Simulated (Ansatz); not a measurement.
Start from MoTe2 in the 2H-MoS2 type structure (space group P6_3/mmc, No. 194; a = 3.542 Å, c = 14.182 Å; layered, stacked along the Cartesian z axis). Axes: x lies along a and z along c of the hexagonal cell.

All numbers come from r2SCAN+rVV10 (Ansatz, a program for electronic structure, PAW, no spin-orbit coupling), earlier PAW set.

Strains are applied to the cell and any free atomic positions relax; under biaxial strain the out-of-plane vector relaxes too; under stress the whole cell relaxes.

One change was made to it. Results:

The band gap drops by 0.29 eV, from 0.87 eV to 0.58 eV; the smallest direct gap drops by 0.09 eV (1.09 eV → 1.00 eV).

### Question
Which of these changes matches the shifts?
A) isotropic strain −4.23 %
B) uniaxial strain ε_yy = +3.80 %
C) tensor shear ε_yz = −3.68 %
D) biaxial strain −1.77 %, plane normal [001], relaxed out of plane
E) uniaxial stress, 3 GPa compression along z

### Answer
E, uniaxial stress, 3 GPa compression along z. For comparison, the band gap in the other runs: uniaxial strain ε_yy = +3.80 % gives 0.73 eV; biaxial strain −1.77 %, plane normal [001], relaxed out of plane gives 0.87 eV; isotropic strain −4.23 % gives 0.67 eV; tensor shear ε_yz = −3.68 % gives 0.85 eV.

With Te present, leaving out spin-orbit coupling can change the band edges. Stability under load was not tested beyond the relaxation.
